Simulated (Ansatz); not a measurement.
Input and output of a relaxation of cell and atoms for Lu2AlCo3 (R-3m, 6 atoms in the cell) (Ansatz, a program for electronic structure).

Computed with PBEsol, PAW files made with PBE (plane waves; Ansatz).

```
Lu2AlCo3
1.0
    2.59551     1.49852     3.79453
   -2.59551     1.49852     3.79453
    0.00000    -2.99704     3.79453
Lu Al Co
2 1 3
Direct
  0.37115   0.37115   0.37115
  0.62885   0.62885   0.62885
  0.00000   0.00000   0.00000
  0.50000   0.00000   0.00000
  0.00000   0.50000   0.00000
  0.00000   0.00000   0.50000
```

Reference input (self-consistent single point, DFT, PBEsol, plane waves, PAW files made with PBE): kpoints.mp_grid.grid = 6 6 6; hamiltonian.xc = pbesol; hamiltonian.pseudopotentials = {kind: paw} (the program's default PAW files); scf.occupations.method = fermi_dirac; scf.occupations.width = 0.0073 Ry. This run's input differs from it in these lines:

```diff
@@ -25,2 +25,4 @@
     width: 0.0073 Ry
+relax:
+  cell: {}
 output:
```

The program printed (abridged):

```
   [... SCF lines of the steps left out ...]
relax step   1: F+E_penalty+E_count = -45030.08583082 eV  Δ(F+E_penalty+E_count) = +0.000e0 eV  max|allowed force component| = 1.349e-1 eV/Å  Δτ_max = 0.0000 Å  P = -0.538 GPa  Ω = 88.551 Å³  (11 SCF iters, dr2 threshold 1.00e-7 eV, accepted)
relax step   2: F+E_penalty+E_count = -45030.10097275 eV  Δ(F+E_penalty+E_count) = -1.514e-2 eV  max|allowed force component| = 2.569e-2 eV/Å  Δτ_max = 0.0191 Å  P = +0.496 GPa  Ω = 87.794 Å³  energy of the carried Pulay correction = +4.152e-4 eV  [...]
   [... lines left out ...]
relax step   6: F+E_penalty+E_count = -45030.10532975 eV  Δ(F+E_penalty+E_count) = -3.989e-5 eV  max|allowed force component| = 1.662e-4 eV/Å  Δτ_max = 0.0003 Å  P = +0.001 GPa  Ω = 88.083 Å³  energy of the carried Pulay correction = +2.565e-4 eV  [...]
relax step   7: F+E_penalty+E_count = -45030.10507437 eV  Δ(F+E_penalty+E_count) = +2.554e-4 eV  max|allowed force component| = 2.280e-4 eV/Å  Δτ_max = 0.0000 Å  P = +0.002 GPa  Ω = 88.083 Å³  stress off target by 6.37e-3 GPa  SCF on the basis [...]
basis re-selected at this cell: Δ(F+E_penalty+E_count) = +2.554e-4 eV, ΔP = +0.001 GPa vs the last step
the relaxation is at rest under the 12 symmetry operations that the run kept from its start: a minimum is not shown …
Free energy (F): -45030.105074 eV
Internal energy: -45029.900251 eV  (E = F + TS)
E sigma→0 (E₀):  -45030.002663 eV
Entropy (-TS):   -0.204823 eV (-34.137 meV/atom)
Fermi energy:    17.223453 eV
--- Forces (eV/Å), atoms counted from 1 ---
  atom   1  Lu    -0.00000000     0.00000000     0.00022804
   [... lines left out ...]
  cell:  # Å, volume = 88.0825 Å³
   [... lines left out ...]
    - { symbol: Al, position: [-9.52425441989771e-20, -9.524254419897711e-20, -9.524257022787954e-20] }
    - { symbol: Co, position: [0.5, 2.7755575615628914e-17, -2.7755575615628914e-17] }
    - { symbol: Co, position: [2.7755575615628914e-17, 0.5, -2.7755575615628914e-17] }
    - { symbol: Co, position: [2.7755575615628914e-17, 2.7755575615628914e-17, 0.5] }
```

The run converged. 

Summary of the result:
- Free energy E − TS (on the zero of these files): -45030.1051 eV
- Fermi level (on the code's own zero): 17.22 eV
- Pressure: 0.00 GPa
- Final cell: a = b = c = 4.8654 Å, α = β = γ = 63.69°
- Final volume per atom: 14.68 Å³
- Relaxation steps: 7

The starting cell comes from a database of computed structures (which also holds hypothetical and non-ambient phases and stackings), without a prior relaxation at this level. Its lattice was rescaled by a random factor within 2.5 % of one. Spin polarisation is off. The relaxation keeps the symmetry of its start, so its end need not be a minimum. Ansatz's pressure includes its estimate of the finite-basis (Pulay) stress.

Cost on one core of a shared machine: roughly 2 min.

Keys are those of Ansatz 0.2.
